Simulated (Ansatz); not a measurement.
# Response to strain in AlN

The reference is AlN in the zinc blende structure (space group F-43m, No. 216).

```
CELL_PARAMETERS angstrom
      0.00000     2.17113     2.17113
      2.17113     0.00000     2.17113
      2.17113     2.17113     0.00000
ATOMIC_POSITIONS crystal
  Al 0.00000 0.00000 0.00000
  N  0.25000 0.25000 0.25000
```

Cartesian axes are those of the cell as printed.

Strains are applied to the cell and any free atomic positions relax.

The values are results of LDA (Ansatz, a program for electronic structure, PAW, scalar-relativistic without spin-orbit coupling), not measurements.

Candidates:
(a) uniaxial strain ε_zz = +1.50 %
(b) uniaxial strain ε_zz = +2.50 %
(c) uniaxial strain ε_zz = −1.00 %

Notes on the quantities. energy relative to the base: free energy F.

Problem. Order them by energy relative to the base, highest first.

Solution. (b) uniaxial strain ε_zz = +2.50 % (+5.9 meV/atom), (a) uniaxial strain ε_zz = +1.50 % (+2.1 meV/atom), (c) uniaxial strain ε_zz = −1.00 % (+1.0 meV/atom)

Stability against distortions was not tested. This is not the structure that AlN has at room temperature and ambient pressure.
